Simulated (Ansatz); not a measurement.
Functionals compared on CH3 on the 1x1 (0001) surface of hcp Co, ferromagnetic, one in a 2x2 cell, started at the site 'hollow Co-Co-Co over Co at depth 2.0 Å', in Ansatz (plane waves, PAW). The structure was relaxed with PBE; the other rows are single points on it, each with its references at the same level. Cutoff 420 eV.

Model: 20-atom slab, 6.0 Å thick at the start under the adsorbate (thin: gaps and levels are the slab's own), 7x7x1 mesh, Fermi-Dirac 0.1 eV, dipole correction, 8 atoms held, the rest relaxed; start symmetry kept, larger cells not searched; spin-polarised, no spin-orbit, no U, no dispersion correction. At the end it is bonded to 3 Co. In PBE it is, or lies within 0.03 eV of, the lowest of the starts that converged. These notes are the PBE run's. Adsorption energies are against CH4(g) − ½ H2(g). A negative adsorption energy means that the adsorbate is more stable on the surface than in its reference.

```tsv
functional	adsorption energy (eV)	work function of the top face (eV)	change of the work function (eV)	magnetic moment of the cell (μB)	rough cost of the single point
PBE	0.53	3.63	-1.35	26.51	–
RPBE	(withheld)	(withheld)	(withheld)	26.75	around 4 core-minutes (rough)
```

Task: Some entries are withheld; supply them.

Result: 
- RPBE, adsorption energy (eV): 0.87
- RPBE, work function of the top face (eV): 3.52
- RPBE, change of the work function (eV): -1.28

Ansatz is a first-principles code.
